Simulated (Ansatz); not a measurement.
# A computed series for TiPt3: response to strain

The parent structure is TiPt3 in the Cu3Au type structure (space group Pm-3m, No. 221; relaxed with 0.1 eV smearing).

```yaml
crystal:
  lattice:
    - [3.94819, 0.00000, 0.00000]
    - [0.00000, 3.94819, 0.00000]
    - [0.00000, 0.00000, 3.94819]
  atoms:
    - { symbol: Ti, position: [0.00000, 0.00000, 0.00000] }
    - { symbol: Pt, position: [0.00000, 0.50000, 0.50000] }
    - { symbol: Pt, position: [0.50000, 0.00000, 0.50000] }
    - { symbol: Pt, position: [0.50000, 0.50000, 0.00000] }
```

Strains are applied to the cell and any free atomic positions relax.

Calculations: PBE, PAW, 420 eV (Ansatz, an electronic-structure program; spin-orbit coupling left out).

Notes on the quantities. energy relative to the base: free energy F.

```csv
change,pressure,volume per atom,energy relative to the base
base,0.0 GPa,15.39 Å³,0 meV/atom
isotropic strain +0.60 %,-4.0 GPa,15.66 Å³,+3.6 meV/atom
isotropic strain +1.20 %,-7.7 GPa,15.95 Å³,+14 meV/atom
isotropic strain +1.80 %,-11.0 GPa,16.23 Å³,+31 meV/atom
isotropic strain +2.40 %,-14.0 GPa,16.52 Å³,+53 meV/atom
isotropic strain +3.00 %,-16.6 GPa,16.81 Å³,+81 meV/atom
```

Whether these cells are dynamically stable was not tested. The final runs are not spin-polarised.
